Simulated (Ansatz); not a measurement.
**Ansatz (a quantum-chemistry and plane-wave program) run on SbPb (Fm-3m, 2 atoms in the cell): self-consistent single point**

Method: LDA (PW92), default PAW files made with PBE (plane waves; Ansatz).

The input file:

Ansatz 0.2 input:
```yaml
crystal:
  lattice:
    - [0.000000, 3.151761, 3.151761]
    - [3.151761, 0.000000, 3.151761]
    - [3.151761, 3.151761, 0.000000]
  atoms:
    - { symbol: Sb, position: [0.500000, 0.500000, 0.500000] }
    - { symbol: Pb, position: [0.000000, 0.000000, 0.000000] }
basis:
  ecutwfc: 420.0
kpoints:
  mp_grid: { grid: [9, 9, 9] }
hamiltonian:
  xc: lda
  pseudopotentials: { kind: paw }
scf:
  occupations: { method: gaussian, width: 0.1 }
output:
  forces: true
  eigenvalues: true
  stress: true
```

Output (repeated stretches shortened):

```
WARN ansatz: RAYON_NUM_THREADS=1 ignored (pool sized by the plan → 1); use --threads N
Pseudopotentials: kind: paw
Pseudopotential: Sb, paw, valence charge 15
Pseudopotential: Pb, paw, valence charge 14
Crystal: 2 atoms, lattice volume = 62.617 Å³
Basis set: ecut = 420 eV, 1243 PW (Γ)
Bands: 19, of which v1, the nominal top of the filled ones, is band 15 counted from 1 (14 counted from 0)
Symmetry: 48 space group operations
Space group: Fm-3m (ITA 225), of the structure as read, at distance tolerance 4.0e-5 Å
k-points: 35 of 729
PAW frozen core: Sb, regenerated for the run's functional, and the local potential with it
PAW frozen core: Pb, regenerated for the run's functional, and the local potential with it
Initial density: superposition of atomic densities (neutral atoms: chi_scale 0, normalization atom), corrected by the library's trained network
Initial wavefunctions: pseudopotential atomic-orbital guess
Eigensolver: davidson
Functional: x = slater, c = lda
SCF iter   1: F=—  HF=-17938.009586 eV  |F-HF|=—  |Δ(HF+E_count)|=         —  Δρ=5.74e-3  dr2=9.79e-3  ethr=1.77e-3  ⟨swp⟩=6.1  Hψ=3364  notcnv=0
all-band conjugate gradients solve this SCF's bands
preconditioner: auto → Kerker (q_TF=auto, 2.400 Å⁻¹)
SCF iter   2: F=—  HF=-17938.004861 eV  |F-HF|=—  |Δ(HF+E_count)|=   4.72e-3  Δρ=3.09e-3  dr2=3.01e-3  ethr=3.38e-5  ⟨swp⟩=2.3  Hψ=1139  notcnv=0
SCF iter   3: F=—  HF=-17938.003947 eV  |F-HF|=—  |Δ(HF+E_count)|=   9.14e-4  Δρ=3.87e-4  dr2=9.57e-5  ethr=1.04e-5  ⟨swp⟩=2.0  Hψ=1011  notcnv=0
SCF iter   4: F=—  HF=-17938.003942 eV  |F-HF|=—  |Δ(HF+E_count)|=   4.61e-6  Δρ=2.16e-4  dr2=1.90e-5  ethr=3.30e-7  ⟨swp⟩=2.0  Hψ=1170  notcnv=0
SCF iter   5: F=—  HF=-17938.003935 eV  |F-HF|=—  |Δ(HF+E_count)|=   7.11e-6  Δρ=4.95e-5  dr2=1.22e-6  ethr=6.57e-8  ⟨swp⟩=3.0  Hψ=1415  notcnv=0
SCF iter   6: F=-17938.003935 eV  HF=-17938.003935 eV  |F-HF|=2.84e-9  |Δ(HF+E_count)|=   1.08e-8  Δρ=9.42e-6  dr2=6.01e-8  ethr=3.45e-10  ⟨swp⟩=4.5  Hψ=3591  notcnv=0
SCF 1 converged in 6 iterations: F = -17938.003935 eV  dr2 = 6.01e-8
SCF converged after 6 iterations
Free energy (F): -17938.003935 eV
Harris-Foulkes:  -17938.003935 eV  (|F-HF|=2.84e-9)
Internal energy: -17937.995111 eV  (E = F + TS)
E sigma→0 (E₀):  -17937.999523 eV
Entropy (-TS):   -0.008824 eV (-4.412 meV/atom)
Fermi energy:    9.228737 eV
--- Per-component energies (eV) ---
  E_band       = -227.970585
  E_kinetic    = 498.146324
  E_local      = -2702.846939  (includes V_loc(G=0)·N_el)
  E_nonlocal   = 720.201677
  E_hartree    = 1160.253444
  E_xc         = -356.702678
  E_vxc        = -230.525443  (∫ρ·V_xc dr)
  E_paw        = -14530.074633  (= ΣΔE_a)
  E_vpaw       = -833.463160  (= ΣTr[D̂ρ^β])
  E_aug_tail   = 0.000042  (compensation charges beyond the density's cutoff)
  E_ewald      = -2727.453458
  E_core_change = 0.481110  (= ΣΔE_core)
  E_smearing   = -0.008824  (= −TS)
  E_closure    = -0.000000  (closes the sum)
  Σ components = -17938.003935   (vs F -17938.003935, Δ=0.00e0)
--- Forces (eV/Å), atoms counted from 1 ---
  atom   1  Sb     0.00000000     0.00000000    -0.00000000
  atom   2  Pb    -0.00000000     0.00000000     0.00000000
  max |Σ_I F_I| component: 6.60e-29 eV/Å
--- Stress (GPa, compression-positive) ---
       -2.291914       0.000000       0.000000
       -0.000000      -2.291914       0.000000
        0.000000      -0.000000      -2.291914
  P = ⅓ Tr σ = -2.2919 GPa (-22.919 kbar)
  The stress holds the Pulay correction. Without it, at fixed plane waves, as pw.x and ABINIT print it: P = -2.3175 GPa
--- Band table (eV; the first three rows and the last of 35) ---
  k-point 0: bands = ["-19.3530", "-19.3530", "-19.3405", "-19.3405", "-19.3405", "-7.3975", "-7.3975", "-7.3746", "-7.3746", "-7.3746", "-2.4799", "5.0695", "8.5798", "8.5798", "8.5798", "13.7758", "13.7758", "13.7758", "15.1921"]
  k-point 1: bands = ["-19.3528", "-19.3528", "-19.3404", "-19.3402", "-19.3402", "-7.4001", "-7.4001", "-7.3744", "-7.3725", "-7.3725", "-2.3470", "4.5216", "8.6172", "8.6172", "8.8836", "13.1466", "13.2329", "13.2329", "14.8921"]
  k-point 2: bands = ["-19.3524", "-19.3524", "-19.3400", "-19.3396", "-19.3396", "-7.4075", "-7.4075", "-7.3740", "-7.3663", "-7.3663", "-1.9507", "3.3387", "8.7422", "8.7422", "9.3595", "12.1051", "12.2172", "12.2172", "15.1164"]
  k-point 34: bands = ["-19.3536", "-19.3511", "-19.3395", "-19.3386", "-19.3366", "-7.4537", "-7.4043", "-7.3695", "-7.3609", "-7.3406", "0.4512", "1.1471", "5.5462", "5.6772", "9.7039", "11.3406", "14.6248", "15.5689", "16.5655"]
```

The run converged in 6 iterations.

The starting cell comes from a database of computed structures (which also holds hypothetical and non-ambient phases and stackings), without a prior relaxation at this level. Its lattice was rescaled by up to half a per cent. Spin-orbit coupling is off. Ansatz's pressure includes its estimate of the finite-basis (Pulay) stress.
